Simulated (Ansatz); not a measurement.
Mo, response to strain

The parent structure is Mo in the bcc (W type) structure (space group Im-3m, No. 229; relaxed with 0.1 eV smearing).

```yaml
crystal:
  lattice:
    - [-1.56504, 1.56504, 1.56504]
    - [1.56504, -1.56504, 1.56504]
    - [1.56504, 1.56504, -1.56504]
  atoms:
    - { symbol: Mo, position: [0.00000, 0.00000, 0.00000] }
```

Cartesian axes are those of the cell as printed.

Strains are applied to the cell and any free atomic positions relax; under biaxial strain the out-of-plane vector relaxes too; under stress the whole cell relaxes.

Method: Ansatz (an electronic-structure program) PBEsol, scalar-relativistic without spin-orbit coupling, earlier PAW set.

Notes on the quantities. energy relative to the base: free energy F; pressure: mean of the normal stresses, compression positive.

| change | energy relative to the base | space group | shortest interatomic distance | pressure |
|---|---|---|---|---|
| base | 0 meV/atom | Im-3m (No. 229) | 2.711 Å | 0.0 GPa |
| biaxial strain +0.35 %, plane normal [001], relaxed out of plane | +0.6 meV/atom | I4/mmm (No. 139) | 2.715 Å | -1.3 GPa |
| biaxial strain +1.04 %, plane normal [001], relaxed out of plane | +5.5 meV/atom | I4/mmm (No. 139) | 2.723 Å | -3.6 GPa |
| isotropic strain +1.10 % | +14 meV/atom | Im-3m (No. 229) | 2.741 Å | -8.6 GPa |
| uniaxial stress, 3 GPa tension along z | +1.1 meV/atom | I4/mmm (No. 139) | 2.714 Å | – |

Beyond what the load breaks, stability against distortions was not tested. The final runs are not spin-polarised.
